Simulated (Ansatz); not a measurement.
This Ansatz (an electronic-structure program) input is the reference run, MgSe in the rock salt structure (space group Fm-3m, No. 225), computed with PBEsol (Ansatz, PAW, scalar-relativistic without spin-orbit coupling):

Ansatz 0.2 input:
```yaml
crystal:
  lattice:
    - [0, 2.7247820013, 2.7247820013]
    - [2.7247820013, 0, 2.7247820013]
    - [2.7247820013, 2.7247820013, 0]
  atoms:
    - { symbol: Mg, position: [0, 0, 0] }
    - { symbol: Se, position: [0.5, 0.5, 0.5] }
basis: { ecutwfc: 420, ecutrho_ratio: 4, xc_grid: 2, fft_grid_basis: typed }
kpoints: { mp_grid: { grid: [10, 10, 10] } }
hamiltonian:
  xc: pbesol
  dispersion: none
  pseudopotentials: { kind: paw }
scf: { occupations: { method: fermi_dirac, width: 0.05 }, convergence: { dr2_threshold: 0.0000000002 } }
output: { forces: true, stress: true }
checkpoint: { write: state.ck, write_every: 1000 }
```

Task: Write the input for this change: hydrostatic tension (pressure −1 GPa).

Result: 
Ansatz 0.2 input:
```yaml
crystal:
  lattice:
    - [0, 2.7247820013, 2.7247820013]
    - [2.7247820013, 0, 2.7247820013]
    - [2.7247820013, 2.7247820013, 0]
  atoms:
    - { symbol: Mg, position: [0, 0, 0] }
    - { symbol: Se, position: [0.5, 0.5, 0.5] }
basis: { ecutwfc: 420, ecutrho_ratio: 4, xc_grid: 2, fft_grid_basis: typed }
kpoints: { mp_grid: { grid: [10, 10, 10] } }
hamiltonian:
  xc: pbesol
  dispersion: none
  pseudopotentials: { kind: paw }
scf: { occupations: { method: fermi_dirac, width: 0.05 } }
relax: { f_tol: 0.01, max_steps: 60, cell: { stress_tol: 0.02, p_target: -1.0 } }
output: { forces: true, stress: true }
checkpoint: { write: state.ck, write_every: 1000 }
```
This is the input that was run.

Load acts through the strain it causes; cell and atoms are relaxed under it. No phonon test of stability was made.
